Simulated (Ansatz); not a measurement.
Point defects in Mg2Sn

Consider a 12-atom supercell of Mg2Sn (space group Fm-3m, No. 225; a = 6.746 Å) at its relaxed geometry.

One neutral defect a cell, atoms relaxed at fixed cell.

Computed with PBEsol (Ansatz, a quantum-chemistry and plane-wave program; PAW; 420 eV plane waves; without spin-orbit coupling).

| case | pressure | largest displacement of a host atom from its site in the perfect cell |
|---|---|---|
| perfect supercell | 0.0 GPa | – |
| Sn interstitial (started 2.64 Å from the nearest host atom) | 3.6 GPa | 0.06 Å |
| Mg on a Sn site (antisite) | (withheld) | (withheld) |
| Sn interstitial (started 2.92 Å from the nearest host atom) | 3.6 GPa | 0.06 Å |
| Mg interstitial (started 2.64 Å from the nearest host atom), symmetric start | 2.2 GPa | 0.07 Å |
| Sn vacancy, symmetric start | -1.6 GPa | 0.09 Å |

Task: Some entries are withheld; estimate them.

Result: 
- Mg on a Sn site (antisite), pressure: 0.9 GPa
- Mg on a Sn site (antisite), largest displacement of a host atom from its site in the perfect cell: 0.01 Å

In so small a cell the defect repeats every few ångströms: this is an ordered compound, not a dilute defect. Defects with a symmetric start kept the site's symmetry and may sit on a saddle; the others started slightly shaken.
